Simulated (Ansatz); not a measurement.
Start from SnS in the GeS type structure (space group Pnma, No. 62; a = 11.1555 Å, b = 3.9999 Å, c = 4.2608 Å). Axes: x, y, z lie along a, b, c of the conventional cell.

All numbers come from Ansatz (a program for electronic structure), PBE-D3(BJ), PAW, cutoff 420 eV, spin-orbit coupling left out, earlier PAW set.

For the base:

| Item | Value |
|---|---|
| Pressure | 0.00 GPa |
| Volume per atom | 23.77 Å³ |
| Smallest direct gap | 0.85 eV |

Modification: biaxial strain −2.29 %, plane normal [001], relaxed out of plane (Cartesian); in-plane vectors clamped, the third vector and the atoms free.

Question: How does this affect the pressure?

Answer: The pressure (mean of the normal stresses, compression positive) goes from zero to 0.90 GPa.

Question: What happens to the volume per atom?

Answer: The volume per atom falls by 0.285 Å³, from 23.77 Å³ to 23.48 Å³.

Question: Predict the new smallest direct gap.

Answer: The smallest direct gap decreases by 0.11 eV (0.85 eV → 0.74 eV).

Whether these cells are dynamically stable was not tested.
